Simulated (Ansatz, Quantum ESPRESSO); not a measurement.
One structure in several programs: SiC (P6_3mc, 4 atoms in the cell)

Zone-centre phonon calculation.

```
CELL_PARAMETERS angstrom
      3.02065     0.00000     0.00000
     -1.51032     2.61596     0.00000
      0.00000     0.00000     4.95847
ATOMIC_POSITIONS crystal
  Si 0.33333 0.66667 0.49960
  Si 0.66667 0.33333 0.99960
  C  0.33333 0.66667 0.87540
  C  0.66667 0.33333 0.37540
```

Shared settings, as Ansatz (an electronic-structure program) writes them: kpoints.mp_grid.grid = 13 13 7; scf.occupations.method = fixed. Potentials and cutoffs stand in the table.

| code | model | highest zone-centre frequency, without LO-TO term (cm⁻¹) | mean ε∞ at this mesh | cutoff |
|---|---|---|---|---|
| Quantum ESPRESSO | PBE, GBRV 1.5 ultrasoft (PBE) pseudopotentials | 884 | 6.89 | 40 Ry |
| Ansatz | PBE, default PAW files | 883 | 6.91 | 420 eV |

The spread over the programs that give each value: highest zone-centre frequency, without LO-TO term within 1.0 cm⁻¹; mean ε∞ at this mesh within 0.02 .

The starting cell comes from a database of computed structures (which also holds hypothetical and non-ambient phases and stackings), without a prior relaxation at this level. Its lattice was rescaled by a random factor within 2.5 % of one.

Keys are those of Ansatz 0.2.
